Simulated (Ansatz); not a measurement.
The starting structures come from a database of crystals and need not be the phases stable at ambient conditions.

 Where the default PAW files enter, the runs use the earlier of Ansatz's two default sets.

By PBEsol, the system below comes out a metal.

Without scattering a metal conducts by its projected Fermi surface.

Consider the following.

```xyz
6
Lattice="5.9031 0.0000 0.0000 0.0000 5.9031 0.0000 2.9516 -2.9516 4.2994" Properties=species:S:1:pos:R:3 pbc="T T T"
Mg     2.9516     4.4274     1.0748
Mg     7.3789     0.0000     3.2245
Mg     2.9516     1.4758     1.0748
Mg     4.4274     0.0000     3.2245
Sn     0.0000     0.0000     0.0000
Sn     5.9031     2.9516     2.1497
```

Space group of this cell: I4_1/amd. The cell is strained (lengths along the current scaled by 1.03, ions clamped); by PBEsol its mean pressure is -2.5 GPa.

The current flows along the normal of the first two printed cell vectors, the (001) (indices of the unstrained crystal) plane of the conventional cell. No spin-orbit coupling; the value is a mean over 0.1 eV about the Fermi level.

Q: State the ballistic conductance per area according to PBEsol in Ansatz (a quantum-chemistry and plane-wave program).

A: 0.76 × 10¹⁵ S/m² for both spins.
